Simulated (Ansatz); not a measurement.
Consider TlBiS2 (space group R-3m, No. 166; a = 4.085 Å, c = 21.696 Å (hexagonal axes)).

The values are results of PBEsol in Ansatz (plane waves to 420 eV, PAW, no spin-orbit coupling), not measurements.

Base values:

```
Property    Value
--------  -------
Band gap  0.15 eV
```

One thing is altered: the cell is scaled by 0.9820 in all directions, atoms relaxed at fixed cell.

Question: What happens to the largest internal atomic displacement?

Answer: The largest internal atomic displacement amounts to 0.037 Å.

Question: What happens to the band gap?

Answer: The band gap becomes zero (base: 0.15 eV).

With Bi and Tl present, leaving out spin-orbit coupling can change the band edges. The cells carry an imposed strain or load. Stability against distortions was not tested. The final runs are not spin-polarised. Gaps under 0.05 eV, about the width of the smearing, are given as zero. The zero or small gap of TlBiS2 can change with the level of theory.

Ansatz is an electronic-structure program.
